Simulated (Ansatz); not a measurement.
**How the equilibrium lattice constant a of ZrTa (model structure, Pm-3m, No. 221, 2 atoms in the cell) moves with the method**

No measured value is used here.

```tsv
level (code)	value (Å)
LDA (Ansatz)	3.364
PBE (Ansatz)	3.441
PBEsol (Ansatz)	3.396
r²SCAN (Ansatz)	3.435
```

Density-functional levels without +SOC have no spin–orbit coupling. Cutoffs differ between the levels. Ansatz's density-functional and Hartree–Fock values are scalar-relativistic unless marked +SOC, with PAW data made under PBE.

A model structure was made by putting elements into a prototype or built by hand; it is no filed structure, need not be a known phase, and can be a saddle point held by its symmetry.

Ansatz is an electronic-structure program.
